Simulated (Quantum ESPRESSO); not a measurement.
Quantum ESPRESSO is run on NaLaMg6 (Amm2, 8 atoms in the cell), and the run fails. The aim is a self-consistent single point with DFT, LDA (PZ), plane waves, GBRV 1.5 ultrasoft (LDA) pseudopotentials.

Cell that was meant: a = 5.3819 Å, b = 6.9031 Å, c = 6.9031 Å, α = 59.54°, β = 90.00°, γ = 90.00°.

Part of the input:

```fortran
/
&SYSTEM
 ibrav = 0,
 nat = 9,
 ntyp = 3,
 ecutwfc = 40,
 ecutrho = 200,
[...]
Mg    0.5000000000    0.6643500000    0.1745100000
Mg    0.5000000000    0.1745100000    0.6643500000
Mg    0.5000000000    0.1668500000    0.1668500000
Mg    0.0000000000    0.8301200000    0.3312000000
K_POINTS {automatic}
3 3 3  1 1 1
CELL_PARAMETERS {angstrom}
```

Log, with long lists cut:

```
 %%%%%%%%%%%%%%%%%%%%%%%%%%%%%%%%%%%%%%%%%%%%%%%%%%%%%%%%%%%%%%%%%%%%%%%%%%%%%%
     Error in routine check_atoms (1):
     atoms #   3 and #   9 overlap!
 %%%%%%%%%%%%%%%%%%%%%%%%%%%%%%%%%%%%%%%%%%%%%%%%%%%%%%%%%%%%%%%%%%%%%%%%%%%%%%

     stopping ...
```

Task: From the messages shown, name the fault and mend the input.

Result: The fault is one atom entered twice; here the program stops on it instead of giving results. To fix it, remove the duplicate atom. The program stopped before any SCF iteration.

An input that runs soundly differs in these lines (not the only fix; some lines may just follow from the change or write a value another way):
```diff
- nat = 9,
+ nat = 8,
-Mg    0.0000000000    0.8301200000    0.3312000000
```

With that input, the run converged in 14 iterations: free energy E − TS -12893.5856 eV; Fermi level (on the code's own zero) 5.02 eV; pressure -2.74 GPa; largest force (vector length) 0.132 eV/Å (DFT, LDA (PZ), plane waves, GBRV 1.5 ultrasoft (LDA) pseudopotentials).

On the sound input: the starting cell comes from a database of computed structures (which also holds hypothetical and non-ambient phases and stackings), without a prior relaxation at this level. Its lattice was rescaled by a random factor within 2.5 % of one. Without a gap this mesh is coarse (it stands for a supercell whose shortest vector is 16 Å).
